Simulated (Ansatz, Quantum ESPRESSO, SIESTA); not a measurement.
## PbO₂ (P4_2/mnm, 6 atoms in the cell) computed with different codes at matched settings

Relaxation of cell and atoms.

```yaml
crystal:
  lattice:
    - [4.96000, 0.00000, 0.00000]
    - [0.00000, 4.96000, 0.00000]
    - [0.00000, 0.00000, 3.39000]
  atoms:
    - { symbol: Pb, position: [0.00000, 0.00000, 0.00000] }
    - { symbol: Pb, position: [0.50000, 0.50000, 0.50000] }
    - { symbol: O, position: [0.30700, 0.30700, 0.00000] }
    - { symbol: O, position: [0.80700, 0.19300, 0.50000] }
    - { symbol: O, position: [0.19300, 0.80700, 0.50000] }
    - { symbol: O, position: [0.69300, 0.69300, 0.00000] }
```

Shared settings, as Ansatz (a first-principles code) writes them: kpoints.mp_grid.grid = 5 5 7; scf.occupations.method = gaussian; scf.occupations.width = 0.1 eV. Potentials and cutoffs stand in the table.

| code | model | final volume (Å³/atom) | cutoff |
|---|---|---|---|
| Quantum ESPRESSO | PBE, GBRV 1.5 ultrasoft (PBE) pseudopotentials | 14.74 | 40 Ry |
| SIESTA | GGA PBE, numerical atomic orbitals TZP, PseudoDojo PBE standard norm-conserving potentials (rewritten from UPF to PSML) | 15.08 | grid 400 Ry |
| Ansatz | PBE, default PAW files | 14.81 | default |

On Ansatz's run: spin-orbit coupling is off.

The spread over the programs that give each value: final volume within 0.34 Å³/atom.

SIESTA uses small atom-centred bases, whose incompleteness enters pressures, forces and empty levels differently from a plane-wave cutoff. The programs treat the finite-basis stress differently while the cell relaxes: Ansatz adds an estimate of it.

The starting cell has typed, rounded lattice constants, without a prior relaxation at this level.

Keys are those of Ansatz 0.2.
